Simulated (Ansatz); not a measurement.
Consider this model of amorphous Ti$_{20}$O$_{43}$W.

```xyz
64
Lattice="10.0540 0.0761 0.1078 0.0761 9.1111 0.0809 0.1078 0.0809 9.3030" Properties=species:S:1:pos:R:3 pbc="T T T"
Ti     5.2627     4.2205     0.8976
Ti     3.3324     3.7037     7.0153
Ti     7.8872     2.8734     1.2101
Ti     9.6206     6.4655     4.0572
Ti     2.2322     8.9019     9.2587
Ti     4.3965     0.3112     5.7081
Ti     7.2379     8.4159     7.4026
Ti     8.2524     2.2772     6.7141
Ti     1.5667     2.6872     1.8552
Ti     5.1614     1.5998     8.4754
Ti     2.5402     7.7291     4.4099
Ti     4.6803     3.4557     3.6921
Ti     2.6957     5.8589     1.5853
Ti     1.0622     3.2539     5.0688
Ti     8.3489     6.2740     0.6372
Ti     4.2456     0.7433     2.3183
Ti     4.4889     6.8644     7.8655
Ti     6.8093     5.3284     5.8335
Ti     0.6130     9.1434     6.2952
Ti     0.2681     3.9039     8.8577
O      0.7299     7.5379     5.0886
O      0.2032     4.7694     4.6302
O      7.6961     1.9157     4.8874
O     10.0847     1.9912     6.1632
O      7.7848     7.8262     9.1025
O      6.3877     6.5956     7.1271
O      7.9656     6.1242     4.7301
O      6.9432     1.2678     7.5528
O      1.8222     7.3660     0.9251
O      7.7514     4.0015     6.6189
O      5.2789     8.7923     7.5799
O      4.3753     6.0047     0.2621
O      4.6771     1.5236     4.2371
O      2.3383     0.2924     5.4783
O      6.2140     2.4179     0.3381
O      9.6517     3.5483     1.4670
O      6.1047     3.3211     2.5538
O      0.8428     9.0651     8.0370
O      3.9800     0.5381     0.3942
O      3.0606     7.9351     7.9366
O      4.1839     1.9032     6.8605
O      7.0425     4.9198     0.7543
O      4.0972     7.5875     5.3043
O      1.4033     1.4148     0.6671
O      8.8028     8.8163     6.5978
O      9.6260     5.6193     8.7336
O      1.8274     4.3884     0.9048
O      2.9006     3.5493     5.1235
O      8.9117     2.8121     8.6295
O      8.0659     1.4950     2.2616
O      3.0540     8.7589     2.9332
O      9.2320     6.3995     2.2413
O      0.9620     2.3344     3.5351
O      6.0301     9.1064     2.6298
O      5.4661     4.4225     5.0226
O      2.1316     6.2366     3.2877
O      4.3552     3.4529     8.7425
O      3.4304     2.4648     2.2678
O      8.7015     8.4559     3.8290
O      3.8198     5.4257     6.9846
O      6.3754     8.8356     5.2997
O      1.5595     3.6400     7.4418
O      4.2010     4.8486     2.3879
W      7.2982     0.4713     3.7960
```

Computed with PBE, scalar-relativistic without spin-orbit coupling (plane waves to 420 eV, PAW; Ansatz, a program for electronic structure).

It comes from a melt-quench run on a machine-learned potential (CHGNet), relaxed afterwards by DFT. O atoms were pushed apart under 1.9 Å during the dynamics, to hinder bonds among them. The hot cell started wider than the set density and was brought back towards it in steps. It is the lowest in DFT energy of 2 quenches. It is a model cell: composition and starting density were chosen by hand, and all elements were melted together. No dispersion term was used. Its density started from a set value of 3.83 and ended at 3.57 g/cm³. The simulated quench (nominally 240 K/ps over its main leg) is rapid and tends to freeze in more defects than a deposited or slowly cooled glass has. Values belong to this one cell and scatter from quench to quench. Volume and shape were free in the relaxation.

Bonds are counted up to Ti-Ti 3.12 Å, Ti-O 2.44 Å, Ti-W 3.08 Å, O-O 1.58 Å, O-W 2.51 Å, W-W 3.04 Å. Two cations that share two anions don't count as bonded, nor two that share one unless they lie closer than Ti-Ti 3.04 Å, Ti-W 3.00 Å, W-W 2.95 Å.

Q: Give the coordination numbers, mean bond lengths and angles.

A: 
```yaml
Mean coordination of Ti by anions: 5.15 (3 with 4, 11 with 5, 6 with 6); 2 close contacts or bonds to cations besides
Mean coordination of O: 2.51 (22 with 2, 20 with 3, 1 with 4)
Mean coordination of W by anions: 5.00 (1 with 5)
Mean Ti-O bond: 1.945 Å (spread 0.132 Å, 103 counted)
Mean O-W bond: 1.876 Å (spread 0.083 Å, 5 counted)
Mean Ti-Ti close contact: 3.024 Å (spread 0.000 Å, 1 counted)
Bond angle at Ti: mean 104.8°, spread 26.6°
Bond angle at O: mean 123.6°, spread 21.5°
Bond angle at W: mean 107.2°, spread 25.7°
```

Q: List the pairs of like atoms that count as bonded by the rules above.

A: Ti2-Ti14 (3.02 Å).
